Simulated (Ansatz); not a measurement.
# Response to strain in Ti

Base system: Ti in the hcp (Mg type) structure (space group P6_3/mmc, No. 194; a = 2.9016 Å, c = 4.5930 Å; relaxed with 0.1 eV smearing).

Strains are applied to the cell and any free atomic positions relax.

All numbers come from plane-wave PAW DFT at the PBEsol level (Ansatz, a program for electronic structure, 420 eV), without spin-orbit coupling.

Candidates:
(a) isotropic strain −3.00 %
(b) isotropic strain +2.00 %
(c) isotropic strain −1.50 %
(d) isotropic strain +1.00 %
(e) isotropic strain +0.50 %

Notes on the quantities. energy relative to the base: free energy F.

**Question.** Order them by energy relative to the base, highest first.

**Answer.** (a) isotropic strain −3.00 % (+54 meV/atom), (b) isotropic strain +2.00 % (+21 meV/atom), (c) isotropic strain −1.50 % (+13 meV/atom), (d) isotropic strain +1.00 % (+5.4 meV/atom), (e) isotropic strain +0.50 % (+1.4 meV/atom)

Whether these cells are dynamically stable was not tested. All final runs are without spin polarisation.
